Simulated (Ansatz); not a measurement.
**Effect of biaxial strain +2.00 %, plane normal [001], relaxed out of plane on Sn**

Start from Sn in the diamond structure (space group Fd-3m, No. 227; a = 6.566 Å). Axes: x, y, z lie along the cube axes.

It is then changed as follows: tensile biaxial strain of 2.00 % in the plane normal to [001], as in epitaxy on a mismatched substrate; the out-of-plane cell vector and the atoms relax.

Level of theory: r2SCAN (Ansatz, a first-principles code; PAW; 500 eV plane waves; no spin-orbit coupling). Γ-centred 12×12×12 mesh, Fermi–Dirac width 0.05 eV.

Volume per atom: 36.13 Å³ (base 35.39 Å³)
Space group: I4_1/amd (No. 141) (base Fd-3m (No. 227))
Shortest interatomic distance: 2.864 Å (base 2.843 Å)
Energy relative to the base (free energy F): +5.7 meV/atom
Pressure (mean of the normal stresses, compression positive): -0.8 GPa (base 0.0 GPa)
Band gap: zero (base zero)
Out-of-plane strain: -1.87 % (rough)
Mean in-plane stress (compression positive): -1.3 GPa (rough)

Cost of the whole job for the changed cell (relaxation, final SCF and bands): very roughly 100 core-seconds.

Without a gap, meshes like the base's 12×12×12 leave anisotropic stresses uncertain by several tenths of a GPa, and small strain energies with them. Whether these cells are dynamically stable was not tested.
